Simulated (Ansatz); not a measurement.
We consider antifluorite K2Te, described by PBEsol-D3(BJ) in Ansatz (plane waves, PAW).

Settings: plane-wave cutoff 520 eV, 8×8×8 k mesh, Fermi–Dirac smearing 0.01 eV, scalar-relativistic PAW data made under PBE.

Properties against volume:

```
V (Å³/atom)  P (GPa)  direct gap at Γ (eV)  smallest gap on the k mesh (eV)
-----------  -------  --------------------  -------------------------------
38.892          1.20                 2.585                            2.436
39.719          0.76                 2.522                            2.392
40.547          0.36                 2.463                            2.348
41.374          0.01                 2.405                            2.306
42.202         -0.31                 2.350                            2.263
43.029         -0.59                 2.297                            2.220
43.856         -0.85                 2.246                            2.179
```

The fundamental gap (2.30 eV at the equilibrium volume, with added k points) lies elsewhere than Γ–Γ.

Note: the relaxation could not lower the start's symmetry, so the cell can be a saddle point above a distorted one; the volume lies 8 % below that of the published cell.

Spin–orbit coupling is not included; with these elements it can move the gap by several tenths of an eV or more.

Ansatz is a program for electronic structure.
